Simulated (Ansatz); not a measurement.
Amorphous Ti20O41Be, 62 atoms at 3.42 g/cm³, one PBE-relaxed geometry, zone centre. Methods: PBE, scalar-relativistic without spin-orbit coupling (Ansatz, an electronic-structure program); r2SCAN, scalar-relativistic without spin-orbit coupling (Ansatz); HSE06, scalar-relativistic without spin-orbit coupling (Ansatz). Plane waves to 420 eV (r2SCAN 500 eV); exact exchange is cut at the cell's faces. All rungs ran without spin polarisation.

The cell was made by melting and quenching with the CHGNet potential and then relaxed with DFT. O atoms were pushed apart under 1.9 Å during the dynamics, to hinder bonds among them. The hot cell started wider than the set density and was brought back towards it in steps. It is the lowest in DFT energy of 2 quenches. It is a model cell: composition and starting density were chosen by hand, and all elements were melted together. No dispersion term was used. Its density started from a set value of 3.58 and ended at 3.42 g/cm³. Cooling (nominally 240 K/ps over its main leg) ran many orders faster than in experiment, which tends to leave more defects and strain. One small periodic cell is one sample of the glass; other quenches scatter about these values. Volume and shape were free in the relaxation.

The relaxation ran on the zone centre alone. At PBE the gap is 2.59 eV on a 2×2×2 Γ-centred mesh, and the spacing at the zone centre alone 2.67 eV.

What zone-centre spacing does r2SCAN give, roughly?

3.01 eV (+0.34 eV against PBE).

What zone-centre spacing does HSE06 give, roughly?

4.19 eV (+1.53 eV against PBE).

The highest filled and the lowest empty state spread over these numbers of atoms (participation numbers): PBE: 17.3 and 8.4; r2SCAN: 17.4 and 8.0; HSE06: 15.8 and 9.0.
